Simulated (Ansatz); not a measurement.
Take GaP in the zinc blende structure (space group F-43m, No. 216) as the base.

```
CELL_PARAMETERS angstrom
      0.00000     2.72569     2.72569
      2.72569     0.00000     2.72569
      2.72569     2.72569     0.00000
ATOMIC_POSITIONS crystal
  P  0.75000 0.75000 0.75000
  Ga 0.00000 0.00000 0.00000
```

Levels (all Ansatz, an electronic-structure program, PAW): r2SCAN (500 eV, no SOC); HSE06 (420 eV, scalar-relativistic without spin-orbit coupling).

Its gap is 1.85 eV with r2SCAN and 2.26 eV with HSE06.

Now apply this change: every P is replaced by N; the structure is relaxed again.

With r2SCAN the gap becomes 2.17 eV.

Task: If the HSE06 correction stayed the same, what would the HSE06 gap be, and what does the HSE06 run give?

Result: A rigid correction of +0.41 eV gives 2.58 eV. The HSE06 run gives 3.00 eV, so the correction itself changes by +0.42 eV.

Single points use the geometry relaxed with r2SCAN. HSE06 gaps are upper bounds (no full band path). Stability against distortions was not tested. This is not the structure that GaN has at room temperature and ambient pressure.
